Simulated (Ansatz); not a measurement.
```xyz
32
Lattice="19.0000 0.0000 0.0000 0.0000 18.0000 0.0000 0.0000 0.0000 9.9560" Properties=species:S:1:pos:R:3 pbc="T T T"
Ge     7.2014     9.0000     3.3449
Ge     7.2011     9.0000     5.7972
Ge     8.3505     7.0091     6.6479
Ge     8.3507     7.0093     9.1001
Ge     8.3505    10.9909     6.6479
Ge     8.3507    10.9907     9.1001
Ge     9.5000     9.0000     0.0063
Ge     9.5000     9.0000     2.4827
Ge    10.6493     7.0093     3.3449
Ge    10.6495     7.0091     5.7972
Ge    10.6493    10.9907     3.3449
Ge    10.6495    10.9909     5.7972
Ge    11.7989     9.0000     6.6479
Ge    11.7986     9.0000     9.1001
H      6.4488     7.7530     2.8222
H      6.4488    10.2470     2.8222
H      5.7359     9.0000     6.3139
H      7.6180     5.7402     6.1311
H      6.8944     6.9811     9.6229
H      9.0544     5.7340     9.6229
H      7.6180    12.2598     6.1311
H      6.8944    11.0189     9.6229
H      9.0544    12.2660     9.6229
H      9.9456     5.7340     2.8222
H     12.1056     6.9811     2.8221
H     11.3820     5.7402     6.3139
H      9.9456    12.2660     2.8222
H     12.1056    11.0189     2.8221
H     11.3820    12.2598     6.3139
H     13.2641     9.0000     6.1311
H     12.5512     7.7530     9.6229
H     12.5512    10.2470     9.6229
```

Levels: PBE (plane waves to 420 eV, PAW; Ansatz, an electronic-structure program); r2SCAN (plane waves to 500 eV, PAW; Ansatz); HSE06 in Ansatz. Unmarked values and the geometry are of the first. Mesh 1×1×4. No spin polarisation. It repeats along c; a and b span vacuum. A model structure. It keeps the symmetry and period of its start, so it need not be a minimum against all distortions. Values not marked SOC lack spin–orbit coupling. HSE06 ran on a 1×1×2 mesh and at PBE's edge points. Buckling under compression is shut out by symmetry and the short period.

### Question
Say what this body is, and give its properties.

### Answer
H-capped Ge nanowire along [111], 14 atoms a period besides the caps. An idealised model, cut from the bulk lattice.
- largest distance between nuclei across the axis = 7.53 Å
- energy over the bulk Ge and H2 molecule = +269 meV per atom other than the caps
- PBE gap = 3.14 eV, indirect, from Γ to k = 0.365 × 2π/c
- electron mass along the axis (PBE) = 1.5 mₑ
- hole mass along the axis (PBE) = 0.40 mₑ
- valence and conduction edges under the vacuum level (PBE) = 5.56 and 2.42 eV
- r2SCAN gap at this geometry = 3.49 eV
- HSE06 gap at this geometry = 3.93 eV
- axial stiffness dF/dε = 20 nN
